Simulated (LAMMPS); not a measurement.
LAMMPS 22 Jul 2025, classical MD, EAM (Finnis-Sinclair form) (Al_mm.eam.fs): Al, 1372 atoms.

| Item | Result |
|---|---|
| task | MD, nve |
| potential | EAM (Finnis-Sinclair form), Al_mm.eam.fs |
| copies of the repeat unit | 7×7×7 |
| shape (slab and sphere leave vacuum in the box) | bulk |
| neighbor skin | 2 Å |
| neigh_modify | every 1 delay 0 check yes |
| newton | on (default) |
| atom_modify sort (bins of 2 Å where set) | 1000 (default) |
| comm_style | brick (default) |
| box | 28.4 × 28.4 × 28.4 Å |
| start | generated fcc lattice, warmed in an untimed run |

All runs start from one configuration, warmed at this fixed volume for 1000 steps under a thermostat at 600 K. The run at the shortest step has a mean temperature of 593 K and a mean pressure of 2.9 GPa.

Each run covers about 2.0 ps at constant energy (mean temperature 593 K at the shortest step); σ is the standard deviation over the printed steps. Single runs; times are not shown.

Steps tried: 0.5 fs, 1 fs, 2 fs, 2.5 fs, 4 fs, 5 fs, 8 fs, 10 fs, 16 fs, 20 fs, 32 fs.

What is the longest step at which the total energy fluctuates by under 2 % of the kinetic energy's fluctuation?

5 fs. The run fails or blows up at 32 fs.

| time step | σ(E total)/σ(E kinetic) | last minus first total energy (meV/atom) | mean temperature (K) |
|---|---|---|---|
| 0.5 fs | 0.00011 | under 0.001 | 593 |
| 1 fs | 0.00044 | under 0.001 | 593 |
| 2 fs | 0.0018 | −0.0034 | 593 |
| 2.5 fs | 0.0028 | −0.0028 | 593 |
| 4 fs | 0.0072 | −0.0091 | 591 |
| 5 fs | 0.011 | −0.017 | 590 |
| 8 fs | 0.031 | +0.0064 | 586 |
| 10 fs | 0.050 | +0.072 | 581 |
| 16 fs | 0.75 | +4.1 | 568 |
| 20 fs | 1.5 | +11 | 560 |
| 32 fs | stops: Lost atoms | — | — |

The bar is a choice.
